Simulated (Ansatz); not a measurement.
**OsO4 (C2/c, No. 15; cell taken from a computed entry)**

All values below come from LDA in Ansatz (plane waves, PAW).

Numerical settings: plane-wave cutoff 500 eV, 10×10×6 k mesh (along the axes of the cell as run), gaussian smearing 0.02 eV, no spin polarisation, scalar-relativistic PAW data made under PBE.

Cell (relaxed at this level):

```yaml
crystal:
  lattice:
    - [4.49178, -2.13331, 0.00032]
    - [4.49178, 2.13331, 0.00032]
    - [-3.63148, 0.00000, 7.28983]
  atoms:
    - { symbol: Os, position: [0.74628, 0.25372, 0.25000] }
    - { symbol: Os, position: [0.25372, 0.74628, 0.75000] }
    - { symbol: O, position: [0.09857, 0.14580, 0.19058] }
    - { symbol: O, position: [0.90143, 0.85420, 0.80942] }
    - { symbol: O, position: [0.85420, 0.90143, 0.30942] }
    - { symbol: O, position: [0.14580, 0.09857, 0.69058] }
    - { symbol: O, position: [0.63670, 0.60491, 0.43020] }
    - { symbol: O, position: [0.36330, 0.39509, 0.56980] }
    - { symbol: O, position: [0.39509, 0.36330, 0.06980] }
    - { symbol: O, position: [0.60491, 0.63670, 0.93020] }
```

- band gap = 3.24 eV (on the SCF k mesh)

Note: the relaxation could not lower the start's symmetry, so the cell can be a saddle point above a distorted one.

Spin–orbit coupling is not included.

Static lattice: no zero-point or thermal effects.

Cost on a shared machine: about 18 core-minutes (a rough figure).

Ansatz is a first-principles code.
